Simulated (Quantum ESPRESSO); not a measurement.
**Pressure against volume in hcp Os (space group 194) (Quantum ESPRESSO, PBEsol)**

```xyz
2
Lattice="2.6507 0.0000 0.0000 -1.3254 2.2956 0.0000 0.0000 0.0000 4.1946" Properties=species:S:1:pos:R:3 pbc="T T T"
Os     1.3254     0.7652     3.1459
Os     0.0000     1.5304     1.0486
```

Level of theory: PBEsol, GBRV 1.5 ultrasoft (PBESOL) pseudopotentials (plane waves; Quantum ESPRESSO). Settings: ecutwfc = 52 Ry; ecutrho = 416 Ry; occupations = smearing; smearing = fd; degauss = 0.0036749 Ry; potentials = {Os: os_pbesol_v1.2.uspp.F.UPF}; K_POINTS = automatic 25 25 14 0 0 0; conv_thr = 1e-10 Ry. The cell above is the first row's. The rows scale it uniformly. In all rows fractional positions and the k mesh are held.

| V (Å^3/atom) | P (GPa) |
|---|---|
| 12.762 | ? |
| 13.039 | 31.23 |
| 13.317 | 19.65 |
| 13.594 | 9.31 |
| 13.872 | 0.09 |
| 14.149 | -8.12 |
| 14.427 | -15.43 |
| 14.704 | -21.94 |
| 14.982 | -27.73 |

The 8 complete rows are fitted with a cubic, P against V. With u = V - 14.0, the rows have u = -0.9610, -0.6830, -0.4060, -0.1280, 0.1490, 0.4270, 0.7040, 0.9820. Least squares gives P = -3.828 - 29.7164·u + 6.2622·u² - 0.8074·u³. Residuals (row less fit): 0.001, 0.003, -0.013, 0.010, -0.001, 0.008, -0.014, 0.005; standard error 0.012 (degrees of freedom: 4). The fitted pressure is zero at V0 = 13.87, where dP/dV = -31.33, so B0 = -V0·dP/dV = 435 GPa.

Problem. Predict the withheld P at V = 12.762 from the fit, and compare with the calculation.

Solution. u = -1.2380, so P = -3.828 - 29.7164 × (-1.2380) + 6.2622 × (-1.2380)² - 0.8074 × (-1.2380)³ = 44.091 GPa. The calculation gives 44.23 GPa, 0.139 GPa above the prediction (0.2 % of the range of P in the table). The row lies outside the fitted rows, so this is an extrapolation. From the scatter of the fitted rows alone, a prediction at this place has a standard error of 0.031 GPa, so the miss is 4.4 times that.

Carrying the step between the two nearest rows on in a straight line would have given 42.77, off by 1.46; series whose last step already gives the withheld value aren't shown. The scan was laid around a cell of about the measured size, scaled by a guess for this functional; axis ratios and inner coordinates come from that cell. The runs keep the symmetry of the cell, so they don't test it for distortions. Spin polarisation is off. Spin-orbit coupling is off. The shape of the cell and the inner coordinates aren't relaxed, so V0 and B0 belong to this uniform scaling; a relaxed crystal lies no higher in energy and is usually softer. Cutoffs and mesh are single choices, not tested for convergence of this quantity. Series with a scatter that would blur these digits, or in which a gap closes, are not shown.

Terms beyond the fitted order, or numerical noise in single rows, can give a miss of this size; the table doesn't tell which.
